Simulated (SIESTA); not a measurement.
Band structure of PbSe (Fm-3m, 2 atoms in the cell).

```yaml
crystal:
  lattice:
    - [0.00000, 3.13595, 3.13595]
    - [3.13595, 0.00000, 3.13595]
    - [3.13595, 3.13595, 0.00000]
  atoms:
    - { symbol: Pb, position: [0.00000, 0.00000, 0.00000] }
    - { symbol: Se, position: [0.50000, 0.50000, 0.50000] }
```

Method of the run: GGA PBE, numerical atomic orbitals DZP, PseudoDojo PBE standard norm-conserving potentials (rewritten from UPF to PSML) (SIESTA 5.4.2).

Settings: XC.functional = GGA; XC.authors = PBE; potentials = PseudoDojo PBE standard; PAO.BasisSize = DZP; PAO.EnergyShift = 0.005 Ry; MeshCutoff = 400 Ry; kgrid.MonkhorstPack = 5 5 5; OccupationFunction = FD; ElectronicTemperature = 232.09 K; MaxSCFIterations = 150; SCF.Mixer.Method = Pulay; SCF.Mixer.Weight = 0.25; SCF.Mixer.History = 8; SCF.DM.Tolerance = 1.0E-04.

The starting cell comes from a database of computed structures (which also holds hypothetical and non-ambient phases and stackings), without a prior relaxation at this level. Its lattice was rescaled by a random factor within 2.5 % of one. Spin-orbit coupling is off. Values carry the incompleteness of an atom-centred basis.

Q: Predict the gap along the standard path and the places of the band edges.

A: The gap along the path is 0.64 eV, direct at L to within 0.01 eV.

Levels in eV from the top of the valence band on the path, bands 12 to 16:
```json
[
 {"point": "Γ", "12": "-6.43", "13": "-1.46", "14": "-1.46", "15": "-1.46", "16": "4.59"},
 {"point": "X", "12": "-7.28", "13": "-4.36", "14": "-2.73", "15": "-2.73", "16": "4.46"},
 {"point": "W", "12": "-7.78", "13": "-3.65", "14": "-3.65", "15": "-0.59", "16": "2.14"},
 {"point": "K", "12": "-7.79", "13": "-3.98", "14": "-2.26", "15": "-2.04", "16": "3.56"},
 {"point": "L", "12": "-8.44", "13": "-1.12", "14": "-1.12", "15": "0.00", "16": "0.64"},
 {"point": "U", "12": "-7.79", "13": "-3.98", "14": "-2.26", "15": "-2.04", "16": "3.56"}
]
```

Higher empty bands are left out: an atom-centred basis made for the valence describes them poorly.
